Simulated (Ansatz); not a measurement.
## KP15 (P-1, No. 2, 32 atoms in the cell; start mp-1211471)

Calculation: r²SCAN (Ansatz, an electronic-structure program, plane waves, PAW).

Numerical settings: plane-wave cutoff 560 eV, 6×4×4 k mesh (along the axes of the cell as run), Fermi–Dirac smearing 0.01 eV, scalar-relativistic PAW data made under PBE.

Cell (relaxed with PBE-D3(BJ)):

```
KP15
1.0
    6.97023    -0.18844    -0.06751
    2.76214     8.54972    -0.03746
    2.24209    -0.78681    11.39246
K P
2 30
Direct
  0.21428   0.79225   0.99751
  0.78572   0.20775   0.00249
  0.02715   0.57507   0.18306
  0.97285   0.42493   0.81694
  0.27923   0.11349   0.81605
  0.72077   0.88651   0.18395
  0.09988   0.22553   0.68608
  0.90012   0.77447   0.31392
  0.33248   0.30524   0.55474
  0.66752   0.69476   0.44526
  0.21830   0.42376   0.28986
  0.78170   0.57624   0.71014
  0.00959   0.65127   0.57854
  0.99041   0.34873   0.42146
  0.51576   0.73375   0.18661
  0.48424   0.26625   0.81339
  0.31675   0.01836   0.42278
  0.68325   0.98164   0.57722
  0.30852   0.54170   0.62280
  0.69148   0.45830   0.37720
  0.02489   0.10596   0.35950
  0.97511   0.89404   0.64050
  0.75076   0.49497   0.18637
  0.24924   0.50503   0.81363
  0.61820   0.23138   0.62268
  0.38180   0.76862   0.37732
  0.54065   0.09897   0.29233
  0.45935   0.90103   0.70767
  0.11461   0.10127   0.17154
  0.88539   0.89873   0.82846
  0.34929   0.21432   0.16596
  0.65071   0.78568   0.83404
```

```
Property                                                 Result
-------------------------------------------  ------------------
band gap                                     1.18 eV (indirect)
smallest direct gap on the k points sampled             1.41 eV
direct gap at Γ                                         1.75 eV
```

Note: cell and atoms aren't relaxed at this level (largest force component 0.27 eV/Å, pressure 1.4 GPa).

The computed numbers hold no vibrational or temperature effects.

A start named mp-… is a Materials Project structure, which need not be a measured phase.
